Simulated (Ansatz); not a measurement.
Structure of amorphous Si24O49Mg (periodic cell):

```
MgO49Si24
1.0
   11.04722    -0.14205     0.59700
   -0.14205     9.92134     0.18104
    0.59700     0.18104    10.17195
Si O Mg
24 49 1
Cartesian
  2.64566   7.22204   2.65750
  0.82477   0.81319   0.56042
  3.73341   4.60096   6.08723
  5.89452   3.71881   4.32811
  5.57504   6.68285   3.57710
 11.27299   1.09969   8.83066
  8.06387   4.03306  10.52566
  1.15614   4.04210   4.42725
  2.95983   2.41309   7.60758
  8.33534   1.48943   9.33214
  1.38353   1.25267   5.58968
  4.46923   1.92601   2.28970
  7.52573   1.07954   4.86360
  3.04101   7.29279   6.97041
  6.99921   6.72754   0.89567
  0.70690   3.93552   1.29750
  0.53765   6.78906   5.03425
  7.30640   1.32655   2.03847
  2.18735   6.45944   9.94981
  6.47892   9.04095   8.93263
  5.42641   8.76383   6.04500
  9.74794   5.58018   0.76830
  2.08574   0.10397   2.98449
  4.40173   1.07694   9.77837
 11.43533   0.22305  10.20445
  7.49530   2.96251   1.75415
  8.08001   0.72301   3.32115
  4.24881   2.06628   0.66668
  4.88696   3.25863   3.10422
  0.49372   2.39435   0.79960
  1.27226   3.90784   2.81189
  5.07720   3.78735   5.73723
  9.53599   4.62269  10.05888
  4.00276   6.44655   3.13191
  6.11502   0.29043   5.33025
  7.09522   2.67739   4.65716
  0.66386   2.58790   5.03091
  7.58325   2.95036   9.37984
  1.70198   4.67345   0.19920
  2.23837   7.03712   1.08125
  0.39814   0.49467   6.73729
  4.25217   1.79993   8.33879
  5.74143   0.91282   2.35816
  2.67174   4.37994   4.89143
  0.75533   0.09947   2.02548
  6.32034   7.28786   2.25696
 11.21189   5.02849   5.63996
 10.37727   4.68132   1.99267
 10.30025   7.55932   5.73048
  1.57620   7.15222   6.28929
  7.61799   0.37344   8.41616
  6.30082   5.25876   3.94801
  6.51957   5.17656   0.54974
  4.04698   6.15052   6.37536
  5.21590   9.69055   9.77584
  1.39105   0.06994   4.47966
  2.96329   8.81343   2.87896
  2.92880   7.04089   8.60513
  1.37427   6.89672   3.60213
  2.91637   0.58877  10.21884
  3.81248   8.67793   6.48694
  2.84367   1.59329   6.18784
  8.73901   0.72149   5.81637
  9.83334   1.79292   8.77346
  7.19166   7.88931   9.83298
  7.82693   0.63671   0.65577
  3.13098   4.00601   7.47247
  1.47674   2.27947   8.28548
  3.04103   1.42380   2.92400
  6.15480   8.38035   7.47814
  5.74062   7.71299   4.82830
  0.57000   6.69675   9.67851
  8.62684   6.70427   1.14715
  9.91893   9.33138   6.12427
```

Methods: PBE, scalar-relativistic without spin-orbit coupling (Ansatz, an electronic-structure program); r2SCAN, scalar-relativistic without spin-orbit coupling (Ansatz); HSE06, scalar-relativistic without spin-orbit coupling (Ansatz). Neutral PBE cell, which sets geometry, pressure and energy: sampling: a 2×2×2 Γ-centred mesh; Fermi-Dirac width 0.02 eV; no spin polarisation. Exact exchange is cut at the faces of this 10 Å cell, which leaves hybrid gaps a finite-size error.

A CHGNet melt-quench gave the starting glass, which DFT then relaxed. O atoms were pushed apart under 1.9 Å during the dynamics, to hinder bonds among them. The hot cell started wider than the set density and was brought back towards it in steps. It is the lowest in DFT energy of 2 quenches. It is a model cell: composition and starting density were chosen by hand, and all elements were melted together. No dispersion term was used. The simulated quench is rapid and tends to freeze in more defects than a deposited or slowly cooled glass has. Values belong to this one cell and scatter from quench to quench. The volume was held where the preparation left it and the shape relaxed.

Give the pressure, the energy against reference phases and the spacing of the highest filled and lowest empty levels.


| Quantity | Value |
|---|---|
| Pressure on a 2×2×2 Γ-centred mesh | 0.64 GPa |
| Largest force and stress component on that mesh (the relaxation ran on the zone centre alone) | 0.03 eV/Å and 0.7 GPa |
| Energy relative to alpha cristobalite + rock-salt MgO (lowest mix at this level among the phases computed, not always the ambient ones) | 0.104 eV/atom |
| Level gap on a 2×2×2 Γ-centred mesh (PBE) | 4.54 eV |
| Level gap at the zone centre (PBE) | 4.54 eV |
| Level gap at the zone centre (r2SCAN) | 5.17 eV |
| Level gap at the zone centre (HSE06) | 6.28 eV |
| Distance between the nearest levels spread over more than a fifth of the atoms or a third of the atoms of their main element (six at least) (PBE, zone centre) | 5.37 eV |

At PBE and the zone centre, how localised are the states just below and above the Fermi level (participation number: the atoms over which a state spreads)?

The highest filled state is spread over 2.0 atoms' worth, largest on O63, with weights by element (charge in smoothed Voronoi cells) O 0.94, Si 0.04, Mg 0.02. The lowest empty state is spread over 60.8 atoms' worth, largest on Mg74, with weights by element (charge in smoothed Voronoi cells) O 0.70, Si 0.25, Mg 0.05.

At PBE the levels at the filled edge of the gap are localised (band-tail or defect states), and the nearest spread-out levels lie 5.4 eV apart at the zone centre.

Cut-offs for bonds: Si-Si 2.60 Å, Si-O 1.90 Å, Si-Mg 2.82 Å, O-O 1.58 Å, O-Mg 2.48 Å, Mg-Mg 3.19 Å. Two cations that share two anions don't count as bonded, nor two that share one unless they lie closer than Si-Si 2.38 Å, Si-Mg 2.74 Å, Mg-Mg 3.10 Å.

Added carriers, by Ansatz with PBE, scalar-relativistic without spin-orbit coupling on the zone centre alone. Charged cells keep the cell fixed and stand in a uniform background, with no image correction, at a width of 0.01 eV; where the count is odd the moment is locked at 1 μB, unless the neutral cell bore moments. Each starts from the undistorted neutral geometry alone. PBE's self-interaction favours spread-out carriers, so it can miss traps that a hybrid finds.

What happens at PBE when the cell takes an extra electron and the atoms relax?

Relaxation lowers the charged cell by 0.10 eV. The largest moves are Mg74 0.61 Å, O56 0.17 Å, Si6 0.11 Å, O37 0.10 Å. The level that holds the added charge spreads over 14.5 atoms' worth, most on Mg74 (weight 0.22): a partly localised carrier. No bond crosses its cut-off with a change of over 0.15 Å (metal-metal contacts aside). Made neutral again at that geometry, the cell lies +0.42 eV from the neutral start.

What happens at PBE when the cell takes a hole and the atoms relax?

Relaxation lowers the charged cell by 0.16 eV. The largest moves are Mg74 0.11 Å, Si13 0.08 Å, O51 0.06 Å, O43 0.05 Å. The level that was emptied spreads over 6.0 atoms' worth, most on O63 (weight 0.34): a localised (trapped) carrier, which neighbours of that atom can share. No bond crosses its cut-off with a change of over 0.15 Å (metal-metal contacts aside). Made neutral again at that geometry, the cell lies +0.25 eV from the neutral start.
